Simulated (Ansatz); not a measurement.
## Al2Au, pressure series

Consider Al2Au (space group Fm-3m, No. 225).

```
CELL_PARAMETERS angstrom
      0.00000     3.02995     3.02995
      3.02995     0.00000     3.02995
      3.02995     3.02995     0.00000
ATOMIC_POSITIONS crystal
  Al 0.25000 0.25000 0.25000
  Al 0.75000 0.75000 0.75000
  Au 0.00000 0.00000 0.00000
```

Cell and atoms are relaxed at each pressure.

Calculations: DFT with PBE, PAW potentials and a 420 eV plane-wave cutoff in Ansatz (a first-principles code), no SOC.

```tsv
pressure (GPa)	volume per atom (Å³/atom)
-2	18.921
-1	18.728
0	18.545
0.9	18.393
2.1	18.198
4.5	17.839
9	?
15	16.620
22.5	15.965
```

Problem. Fit the third-order Birch–Murnaghan form P(V) = (3B₀/2)[(V₀/V)^(7/3) − (V₀/V)^(5/3)]·[1 + (3/4)(B₀′ − 4)((V₀/V)^(2/3) − 1)] (squares taken in P) to the rows shown and predict the withheld row.

Solution. Least squares on the printed values gives V₀ = 18.547 Å³/atom, B₀ = 106 GPa, B₀′ = 4.7; this predicts 17.259 Å³/atom, and the run gives 17.260 Å³/atom, in agreement.

Load acts through the strain it causes; cell and atoms are relaxed under it. Stability against distortions was not tested. Competing high-pressure phases were not computed.
